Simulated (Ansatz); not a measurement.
The parent structure is PbSe in the rock salt structure (space group Fm-3m, No. 225; a = 6.1778 Å). Axes: x, y, z lie along the cube axes.

The values are results of plane-wave PAW DFT at the r2SCAN level (Ansatz, a quantum-chemistry and plane-wave program, 500 eV), no SOC, not measurements.

Strains are applied to the cell and any free atomic positions relax.

One change was made to it. Results:

The pressure (mean of the normal stresses, compression positive) goes from zero to 0.65 GPa; the band gap decreases by 0.33 eV, from 0.66 eV to 0.33 eV.

Which of these changes matches the shifts?
A. strain tensor (xx, yy, zz, yz, xz, xy) = (+0.09, −0.95, −0.35, +1.18, −1.78, +0.38) %
B. strain tensor (xx, yy, zz, yz, xz, xy) = (+1.88, −1.50, −0.27, +0.20, −1.91, −0.45) %
C. isotropic strain −1.37 %
D. uniaxial strain ε_xx = +1.00 %

A, strain tensor (xx, yy, zz, yz, xz, xy) = (+0.09, −0.95, −0.35, +1.18, −1.78, +0.38) %. For comparison, the band gap in the other runs: strain tensor (xx, yy, zz, yz, xz, xy) = (+1.88, −1.50, −0.27, +0.20, −1.91, −0.45) % gives 0.41 eV; isotropic strain −1.37 % gives 0.52 eV; uniaxial strain ε_xx = +1.00 % gives 0.69 eV.

With Pb present, leaving out spin-orbit coupling can change the band edges. Whether these cells are dynamically stable was not tested.
